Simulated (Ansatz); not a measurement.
What isotropic strain −4.67 % does to GaCuSe2

Consider GaCuSe2 in the chalcopyrite structure (space group I-42d, No. 122; a = 5.6083 Å, c = 11.0975 Å).

The change: the cell is scaled by 0.9533 in all directions, atoms relaxed at fixed cell.

Calculations: Ansatz (an electronic-structure program) r2SCAN, without spin-orbit coupling. k-mesh 8×8×8 (Γ-centred); smearing 0.05 eV (Fermi–Dirac).

```csv
quantity,base,changed,shift
volume per atom,21.82 Å³,18.90 Å³,-2.92 Å³
space group,I-42d (No. 122),I-42d (No. 122),–
shortest interatomic distance,2.408 Å,2.286 Å,-0.122 Å
energy relative to the base (free energy F),0 meV/atom,+112 meV/atom,+112 meV/atom
"pressure (mean of the normal stresses, compression positive)",0.0 kbar,140.9 kbar,+140.9 kbar
band gap,0.57 eV,1.29 eV,+0.726 eV
gap character,direct at Γ,direct at Γ,–
width of the top valence band,0.93 eV,1.28 eV,+0.35 eV
"valence-band top at Γ (three highest levels, from the VBM)","0.00, -0.11, -0.11 eV","0.00, -0.11, -0.11 eV",–
largest internal atomic displacement,–,0.017 Å,–
```

Final structure:

```yaml
crystal:
  lattice:
    - [-2.67319, 2.67319, 5.28962]
    - [2.67319, -2.67319, 5.28962]
    - [2.67319, 2.67319, -5.28962]
  atoms:
    - { symbol: Cu, position: [0.75000, 0.25000, 0.50000] }
    - { symbol: Cu, position: [0.00000, 0.00000, 0.00000] }
    - { symbol: Ga, position: [0.25000, 0.75000, 0.50000] }
    - { symbol: Ga, position: [0.50000, 0.50000, 0.00000] }
    - { symbol: Se, position: [0.11817, 0.12500, 0.49317] }
    - { symbol: Se, position: [0.63183, 0.62500, 0.50683] }
    - { symbol: Se, position: [0.37500, 0.88183, 0.00683] }
    - { symbol: Se, position: [0.87500, 0.36817, 0.99317] }
```

No phonon test of stability was made. The final runs are not spin-polarised.
